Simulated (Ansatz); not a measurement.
Output of an Ansatz run (abridged):

```
WARN ansatz: RAYON_NUM_THREADS=1 ignored (pool sized by the plan → 1); use --threads N
Pseudopotentials: kind: paw
Pseudopotential: Cd, paw, valence charge 20
Pseudopotential: Se, paw, valence charge 16
Pseudopotential: Ge, paw, valence charge 14
Pseudopotential: Na, paw, valence charge 9
Crystal: 22 atoms, lattice volume = 553.918 Å³
Basis set: ecut = 420 eV, 10863 PW (Γ), exchange–correlation on 100×100×160 points (8 copies of the dense FFT grid, shifted against one another)
Bands: 195, of which v1, the nominal top of the filled ones, is band 162 counted from 1 (161 counted from 0)
Symmetry: 2 space group operations
Space group: Cc (ITA 9), of the structure as read, at distance tolerance 8.2e-5 Å
k-points: 8 of 18 (time reversal used)
PAW frozen core: Cd, regenerated for the run's functional, and the local potential with it
PAW frozen core: Se, regenerated for the run's functional, and the local potential with it
PAW frozen core: Ge, regenerated for the run's functional, and the local potential with it
PAW frozen core: Na, regenerated for the run's functional, and the local potential with it
Initial density: superposition of atomic densities (neutral atoms: chi_scale 0, normalization atom), corrected by the library's trained network
Initial wavefunctions: pseudopotential atomic-orbital guess
Eigensolver: davidson
Functional: x = pbesol(κ = 0.804, μ = 0.12345679012345678), c = pbesol(β = 0.046)
SCF iter   1: F=—  HF=-104387.832105 eV  |F-HF|=—  |Δ(HF+E_count)|=         —  Δρ=3.02e-3  dr2=5.45e-2  ethr=1.77e-3  ⟨swp⟩=5.8  Hψ=5432  notcnv=0  defer=21
all-band conjugate gradients solve this SCF's bands
preconditioner: auto → Resta (q_TF=auto, 2.495 Å⁻¹)
SCF iter   2: F=—  HF=-104387.820043 eV  |F-HF|=—  |Δ(HF+E_count)|=   1.21e-2  Δρ=1.24e-3  dr2=1.03e-2  ethr=1.68e-5  ⟨swp⟩=3.0  Hψ=3096  notcnv=0  defer=26
SCF iter   3: F=—  HF=-104387.819459 eV  |F-HF|=—  |Δ(HF+E_count)|=   5.84e-4  Δρ=4.64e-4  dr2=1.49e-3  ethr=3.19e-6  ⟨swp⟩=2.0  Hψ=1592  notcnv=0  defer=26
SCF iter   4: F=—  HF=-104387.819805 eV  |F-HF|=—  |Δ(HF+E_count)|=   3.45e-4  Δρ=1.24e-4  dr2=9.65e-5  ethr=4.59e-7  ⟨swp⟩=2.0  Hψ=1968  notcnv=0  defer=26
SCF iter   5: F=—  HF=-104387.819797 eV  |F-HF|=—  |Δ(HF+E_count)|=   7.26e-6  Δρ=4.51e-5  dr2=1.28e-5  ethr=2.98e-8  ⟨swp⟩=2.0  Hψ=2048  notcnv=0  defer=26
SCF iter   6: F=—  HF=-104387.819806 eV  |F-HF|=—  |Δ(HF+E_count)|=   8.77e-6  Δρ=1.85e-5  dr2=2.10e-6  ethr=3.95e-9  ⟨swp⟩=2.0  Hψ=2256  notcnv=0  defer=26
SCF iter   7: F=—  HF=-104387.819809 eV  |F-HF|=—  |Δ(HF+E_count)|=   2.36e-6  Δρ=5.51e-6  dr2=2.27e-7  ethr=6.47e-10  ⟨swp⟩=2.0  Hψ=2080  notcnv=0  defer=26
SCF iter   8: F=-104387.819809 eV  HF=-104387.819809 eV  |F-HF|=2.73e-8  |Δ(HF+E_count)|=   3.41e-7  Δρ=2.07e-6  dr2=2.98e-8  ethr=3.09e-11  ⟨swp⟩=9.6  Hψ=7569  notcnv=0
SCF 1 converged in 8 iterations: F = -104387.819809 eV  dr2 = 2.98e-8
SCF converged after 8 iterations
Free energy (F): -104387.819809 eV
Harris-Foulkes:  -104387.819809 eV  (|F-HF|=2.73e-8)
Internal energy: -104387.819809 eV  (E = F + TS)
E sigma→0 (E₀):  -104387.819809 eV
Fermi energy:    7.154818 eV
--- Per-component energies (eV) ---
  E_band       = -7344.876790
  E_kinetic    = 3386.472858
  E_local      = -56722.069505  (includes V_loc(G=0)·N_el)
  E_nonlocal   = -4890.265507
  E_hartree    = 26423.247262
  E_xc         = -2055.088811
  E_vxc        = -2090.716092  (∫ρ·V_xc dr)
  E_paw        = -39373.244549  (= ΣΔE_a)
  E_vpaw       = 125.213532  (= ΣTr[D̂ρ^β])
  E_aug_tail   = -0.006098  (compensation charges beyond the density's cutoff)
  E_ewald      = -31173.541303
  E_core_change = 16.675845  (= ΣΔE_core)
  E_smearing   = -0.000000  (= −TS)
  E_closure    = 0.000000  (closes the sum)
  Σ components = -104387.819809   (vs F -104387.819809, Δ=0.00e0)
--- Forces (eV/Å), atoms counted from 1 ---
  atom   1  Cd     0.02789772     0.00131969    -0.03898909
  atom   2  Cd     0.02789772    -0.00131969    -0.03898909
  atom   3  Se    -1.03127154    -0.08653849    -0.03693727
  atom   4  Se    -1.03127154     0.08653849    -0.03693727
  atom   5  Se     0.97624360    -0.10189755    -0.31365156
  atom   6  Se     0.97624360     0.10189755    -0.31365156
  atom   7  Ge     0.18726016    -0.04644948     0.07897247
  atom   8  Ge     0.18726016     0.04644948     0.07897247
  atom   9  Se    -0.49402806     0.97346563     0.40612030
  atom  10  Se    -0.49402806    -0.97346563     0.40612030
  atom  11  Se     1.03188054    -0.15345957     0.40922931
  atom  12  Se     1.03188054     0.15345957     0.40922931
  atom  13  Se    -0.32917041    -0.89375026     0.13503928
  atom  14  Se    -0.32917041     0.89375026     0.13503928
  atom  15  Ge    -0.07115791    -0.07366679    -0.15025705
  atom  16  Ge    -0.07115791     0.07366679    -0.15025705
  atom  17  Se    -0.26975403    -0.83437979    -0.54304057
  atom  18  Se    -0.26975403     0.83437979    -0.54304057
  atom  19  Na    -0.00449040     0.02288832     0.03916589
  atom  20  Na    -0.00449040    -0.02288832     0.03916589
  atom  21  Na    -0.02340530    -0.04642858     0.01435172
  atom  22  Na    -0.02340530     0.04642858     0.01435172
  max |Σ_I F_I| component: 8.75e-6 eV/Å
--- Stress (GPa, compression-positive) ---
        5.580127       0.000000       0.164532
        0.000000       5.755197       0.000000
        0.164532       0.000000       4.644382
  P = ⅓ Tr σ = 5.3266 GPa (53.266 kbar)
  The stress holds the Pulay correction. Without it, at fixed plane waves, as pw.x and ABINIT print it: P = 5.3078 GPa
--- Band table (eV; the first three rows and the last of 8) ---
  k-point 0: bands = ["-95.2246", "-95.2246", "-56.3301", "-56.3301", "-56.3252", "-56.3252", "-56.3215", "-56.3215", "-44.5716", "-44.5716", "-44.5184", "-44.5184", "-41.0198", "-41.0198", "-41.0162", "-41.0162", "-40.9494", "-40.9494", "-40.9485", [...]
  k-point 1: bands = ["-95.2246", "-95.2246", "-56.3301", "-56.3301", "-56.3252", "-56.3252", "-56.3215", "-56.3215", "-44.5716", "-44.5716", "-44.5184", "-44.5184", "-41.0198", "-41.0198", "-41.0162", "-41.0162", "-40.9494", "-40.9494", "-40.9485", [...]
  k-point 2: bands = ["-95.2246", "-95.2246", "-56.3301", "-56.3301", "-56.3252", "-56.3252", "-56.3215", "-56.3215", "-44.5716", "-44.5716", "-44.5184", "-44.5184", "-41.0198", "-41.0198", "-41.0162", "-41.0162", "-40.9494", "-40.9494", "-40.9485", [...]
  k-point 7: bands = ["-95.2246", "-95.2246", "-56.3301", "-56.3301", "-56.3252", "-56.3252", "-56.3215", "-56.3215", "-44.5716", "-44.5716", "-44.5184", "-44.5184", "-41.0198", "-41.0198", "-41.0162", "-41.0162", "-40.9494", "-40.9494", "-40.9485", [...]
```

The structure:

```
CELL_PARAMETERS angstrom
      3.70191    -6.43018     0.00000
      3.70191     6.43018     0.00000
     -1.80722     0.00000    11.63500
ATOMIC_POSITIONS crystal
  Cd 0.98547 0.48559 0.47217
  Cd 0.48559 0.98547 0.97217
  Se 0.71742 0.60438 0.45492
  Se 0.60438 0.71742 0.95492
  Se 0.25995 0.12465 0.52639
  Se 0.12465 0.25995 0.02639
  Ge 0.90613 0.95227 0.44535
  Ge 0.95227 0.90613 0.94535
  Se 0.72736 0.10384 0.50140
  Se 0.10384 0.72736 0.00140
  Se 0.22133 0.53127 0.31589
  Se 0.53127 0.22133 0.81589
  Se 0.22547 0.65713 0.66457
  Se 0.65713 0.22547 0.16457
  Ge 0.25181 0.97399 0.69346
  Ge 0.97399 0.25181 0.19346
  Se 0.95795 0.95345 0.25267
  Se 0.95345 0.95795 0.75267
  Na 0.37160 0.96880 0.30870
  Na 0.96880 0.37160 0.80870
  Na 0.55900 0.57220 0.68140
  Na 0.57220 0.55900 0.18140
```

**Question.** Write an input that gives this output.

**Answer.** Other spellings and defaults could give the same log, and not every line can be read from it. The input that was run (DFT, PBEsol, plane waves, default PAW files made with PBE):

Ansatz 0.2 input:
```yaml
# Na2Cd(GeSe3)2
crystal:
  lattice:
    - [3.70191400, -6.43018000, 0.00000000]
    - [3.70191400, 6.43018000, 0.00000000]
    - [-1.80722400, 0.00000000, 11.63499800]
  atoms:
    - { symbol: Cd, position_ang: [4.59242065, -3.21431838, 5.49369701] }
    - { symbol: Cd, position_ang: [3.68880865, 3.21431838, 11.31119601] }
    - { symbol: Se, position_ang: [4.07104758, -0.72686755, 5.29299329] }
    - { symbol: Se, position_ang: [3.16743558, 0.72686755, 11.11049229] }
    - { symbol: Se, position_ang: [0.47245148, -0.87000335, 6.12454660] }
    - { symbol: Se, position_ang: [1.37606348, 0.87000335, 0.30704760] }
    - { symbol: Ge, position_ang: [6.07478977, 0.29668851, 5.18164636] }
    - { symbol: Ge, position_ang: [5.17117777, -0.29668851, 10.99914536] }
    - { symbol: Se, position_ang: [2.17088880, -4.00934583, 5.83378800] }
    - { symbol: Se, position_ang: [3.07450080, 4.00934583, 0.01628900] }
    - { symbol: Se, position_ang: [2.21517649, 1.99296999, 3.67537952] }
    - { symbol: Se, position_ang: [1.31156449, -1.99296999, 9.49287852] }
    - { symbol: Se, position_ang: [2.06628244, 2.77565150, 7.73227062] }
    - { symbol: Se, position_ang: [2.96989444, -2.77565150, 1.91477162] }
    - { symbol: Ge, position_ang: [3.28456863, 4.64374739, 8.06840571] }
    - { symbol: Ge, position_ang: [4.18818063, -4.64374739, 2.25090671] }
    - { symbol: Se, position_ang: [6.61920713, -0.02893581, 2.93981494] }
    - { symbol: Se, position_ang: [5.71559513, 0.02893581, 8.75731394] }
    - { symbol: Na, position_ang: [4.40415548, 3.84010350, 3.59172388] }
    - { symbol: Na, position_ang: [3.50054348, -3.84010350, 9.40922288] }
    - { symbol: Na, position_ang: [2.95616268, 0.08487838, 7.92808764] }
    - { symbol: Na, position_ang: [3.85977468, -0.08487838, 2.11058864] }
basis:
  ecutwfc: 420.0 eV
kpoints:
  mp_grid: { grid: [3, 3, 2] }
hamiltonian:
  xc: pbesol
  pseudopotentials: { kind: paw }
scf:
  occupations: { method: gaussian, width: 0.1 eV }
output:
  forces: true
  eigenvalues: true
  stress: true
```

The starting cell comes from a database of published, mostly measured structures (it also holds non-ambient and calculated ones), without a prior relaxation at this level. Its lattice was rescaled by a random factor within 2.5 % of one. With a pressure of about 5 GPa the cell is away from its equilibrium volume at this level. Forces in this geometry exceed 1 eV/Å. Ansatz's pressure includes its estimate of the finite-basis (Pulay) stress.

Ansatz is a quantum-chemistry and plane-wave program.
